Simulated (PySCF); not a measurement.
PySCF 2.14.0, WB97X/def2-svp, df: Nb(O)(F)(Cl)2 ([O]=[Nb]([F])([Cl])[Cl]), 5 atoms. The geometry is a generated start, not checked to be a minimum at this level.

| Property | Result |
|---|---|
| task | energy |
| method | wb97x |
| basis | def2-svp |
| two-electron scheme | density fitting |
| mol.max_memory | 3000 MB |
| mf.max_cycle | 100 |
| mf.conv_tol | 1e-09 (default) |
| mf.grids.level | 3 (default) |
| effective core potentials | those of the basis set, past Kr |
| basis functions | 95 |
| grid points | 88544 |

```xyz
5

Nb     0.1766     0.0136    -0.0038
O      1.1111     0.7648    -1.1786
F      1.0505    -0.7599     1.3960
Cl    -1.0766    -1.4947    -0.9843
Cl    -1.2615     1.4762     0.7707
```

Charge 0 and multiplicity 1 are set for this test and not shown to be the ground state.

With the defaults (mf.DIIS = CDIIS, mf.diis = true, mf.init_guess = minao, mf.damp = 0, mf.diis_start_cycle = 1, mf.diis_space = 8, mf.diis_damp = 0) it converges in 14 Fock builds. One run each on 2 threads, 1 BLAS thread, with these changes:
- mf.diis = false
- mf.damp = 0.7, mf.diis_start_cycle = 8
- mf.diis_space = 3
- mf.DIIS = ADIIS
- mf.diis = false, mf.damp = 0.7, mf.diis_start_cycle = 999
- mf.init_guess = atom
- mf.diis_damp = 0.3
- mf.init_guess = 1e
- mf.DIIS = EDIIS

Problem. Name the settings that don't reach the solution of the defaults.

Solution. No convergence: mf.DIIS = EDIIS; mf.diis = false (the run ends without SCF convergence in 100 cycles). The rest reach the solution of the defaults.

| setting | Fock builds | end |
|---|---|---|
| the defaults | 14 | same solution |
| mf.init_guess = atom | 14 | same solution |
| mf.diis_damp = 0.3 | 14 | same solution |
| mf.init_guess = 1e | 18 | same solution |
| mf.damp = 0.7, mf.diis_start_cycle = 8 | 18 | same solution |
| mf.diis_space = 3 | 18 | same solution |
| mf.DIIS = ADIIS | 19 | same solution |
| mf.diis = false, mf.damp = 0.7, mf.diis_start_cycle = 999 | 38 | same solution |
| mf.DIIS = EDIIS | 101 | no convergence |
| mf.diis = false | 101 | no convergence |
